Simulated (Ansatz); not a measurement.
Start from MgSe in the rock salt structure (space group Fm-3m, No. 225; a = 5.472 Å).

All numbers come from Ansatz (an electronic-structure program) r2SCAN, no spin-orbit coupling.

Base values:

Electron mass: 0.48 mₑ along k, 0.25 mₑ across (at X)
Width of the top valence band: 2.47 eV
Band gap: 2.48 eV

One thing is altered: the cell is scaled by 1.0200 in all directions; the atoms relax in the strained cell.

Q: What happens to the electron mass?

A: The electron mass changes from 0.48 mₑ along k, 0.25 mₑ across (at X) to 0.47 mₑ along k, 0.25 mₑ across (at X).

Q: Estimate the effect on the width of the top valence band.

A: The width of the top valence band falls by 0.17 eV (2.47 eV → 2.30 eV).

Q: Predict the new band gap.

A: The band gap shrinks by 0.11 eV, from 2.48 eV to 2.37 eV.

Masses are band curvatures over ±0.01 Å⁻¹ around the edge. Along k means along the line from Γ to the band edge. Whether these cells are dynamically stable was not tested.
